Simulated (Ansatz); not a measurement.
The starting structures come from a database of crystals and need not be the phases stable at ambient conditions.

By PBEsol, the system below comes out a metal.

A figure of merit of an interconnect metal is its ballistic conductance per area.

Data:

```
CELL_PARAMETERS angstrom
      4.72854     0.00000     0.00000
      0.00000     6.05260     0.00000
      0.00000     0.00000     5.20976
ATOMIC_POSITIONS crystal
  Mo 0.75445 0.12202 0.07951
  Mo 0.24555 0.87798 0.92049
  Mo 0.74555 0.37798 0.57951
  Mo 0.25445 0.62202 0.42049
  Mo 0.25445 0.37798 0.92049
  Mo 0.74555 0.62202 0.07951
  Mo 0.24555 0.12202 0.42049
  Mo 0.75445 0.87798 0.57951
  C  0.50000 0.12252 0.75000
  C  0.50000 0.87748 0.25000
  C  0.00000 0.37748 0.25000
  C  0.00000 0.62252 0.75000
```

Space group of this cell: Pbcn. The cell is taken as given; by PBEsol its mean pressure is -5.8 GPa.

The current flows along the normal of the first two printed cell vectors. No spin-orbit coupling; the value is a mean over 0.1 eV about the Fermi level.

Question: Predict the ballistic conductance per area from PBEsol (Ansatz, a first-principles code).

Answer: 0.75 × 10¹⁵ S/m² for both spins.
